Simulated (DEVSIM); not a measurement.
## double heterostructure, GaAs between p- and n-type In0.49Ga0.51P

Structure: double heterostructure, GaAs between p- and n-type In0.49Ga0.51P, at 350 K.

```csv
layer (left to right),material,thickness (μm),Nd (cm⁻³),Na (cm⁻³),τn (s),τp (s)
1,In0.49Ga0.51P,0.560,5.3e17,-,5.2e-10,5.2e-10
2,GaAs,0.0620,-,4.1e14,1.6e-11,5.2e-10
3,In0.49Ga0.51P,0.440,-,1.3e17,5.2e-10,5.2e-10
```

Left contact: ohmic. Right contact: ohmic. Voltage is applied to the left contact. Recombination: SRH at mid-gap, radiative. Mobility is constant in doping.

Constants are typed, rounded textbook-type inputs, not results; the design itself was drawn at random and stands for no fabricated device. Values at 300 K; Nc and Nv go as T^1.5, mobilities as T to minus their exponent, the gap by Varshni's rule with the affinity fixed.

| parameter | In0.49Ga0.51P | GaAs |
|---|---|---|
| gap (eV) | 1.89 | 1.424 |
| affinity (eV) | 4 | 4.07 |
| permittivity | 11.8 | 12.9 |
| Nc (cm⁻³) | 9e17 | 4.7e17 |
| Nv (cm⁻³) | 1.3e19 | 9e18 |
| μn (cm²/Vs) | 1500 | 8500 |
| μp (cm²/Vs) | 80 | 400 |
| T exponent of μn | 1.66 | 2.1 |
| T exponent of μp | 2 | 2.2 |
| B (cm³/s) | 1e-10 | 2e-10 |
| Varshni α (eV/K) | 0.0005 | 0.000541 |
| Varshni β (K) | 250 | 204 |

Model (solved in DEVSIM): 1D drift-diffusion, Boltzmann statistics, complete ionisation; no tunnelling, impact ionisation, image-force lowering or self-heating. Band offsets follow the typed affinities; no thermionic-emission limit at abrupt steps, no polarisation charge.

* **Potential step across the device at zero bias**: 1.701 V
* **Dark forward voltage at 1 A/cm²**: 0.920 V
* **Dark forward voltage at 100 A/cm²**: 1.286 V

Small-signal capacitance in reverse bias (quasi-static):

| V (V) | C (nF/cm²) |
|---|---|
| 0.04 | 67.3 |
| 0.1 | 66.2 |
| 0.2 | 64.6 |
| 0.3 | 63.1 |
| 0.4 | 61.7 |
| 0.6 | 59.2 |
| 0.8 | 56.9 |
| 1 | 54.9 |
| 1.3 | 52.3 |
| 1.6 | 50.0 |
| 2 | 47.4 |

Dark reverse current:

| V (V) | J (A/cm²) |
|---|---|
| 0.04 | 4.8e-8 |
| 0.10 | 8.5e-8 |
| 0.20 | 1.3e-7 |
| 0.30 | 1.6e-7 |
| 0.40 | 1.8e-7 |
| 0.60 | 2.1e-7 |
| 0.80 | 2.3e-7 |
| 1.00 | 2.5e-7 |
| 1.30 | 2.7e-7 |
| 1.60 | 2.9e-7 |
| 2.00 | 3.1e-7 |
